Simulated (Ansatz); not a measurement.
The parent structure is ZrO2 in the fluorite structure (space group Fm-3m, No. 225; a = 5.064 Å).

Levels (all Ansatz, an electronic-structure program, PAW): PBEsol (420 eV, no spin-orbit coupling); r2SCAN (500 eV, spin-orbit coupling left out); HSE06 (420 eV, no SOC).

One geometry, relaxed with PBEsol, under each level:

Notes on the quantities. electron mass: degenerate bands, along [100].

```csv
level,band gap,lowest conduction level above the VBM at special points,electron mass,hole mass,pressure
PBEsol,3.33 eV,Γ 3.33 eV; X 3.76 eV; L 4.00 eV; U 4.01 eV,"0.46, 2.0 mₑ (at Γ)",–,0.00 GPa
r2SCAN,3.93 eV,Γ 3.93 eV; X 4.35 eV; L 4.56 eV; U 4.57 eV,"0.52, 2.0 mₑ (at Γ)","0.28 mₑ along k, 3.0 mₑ across (at X)",3.96 GPa
HSE06,5.03 eV,Γ 5.03 eV; X 5.44 eV; L 5.73 eV,–,–,–
```

Single points use the geometry relaxed with PBEsol. Their cutoffs differ, which shifts pressures a little. The hybrid gap comes from the SCF mesh plus the semilocal run's edge points and a few special points and is an upper bound. Effective masses come from finite differences of ±0.01 Å⁻¹. Along k means along the line from Γ to the band edge. Stability against distortions was not tested. This is not the structure that ZrO2 has at room temperature and ambient pressure.
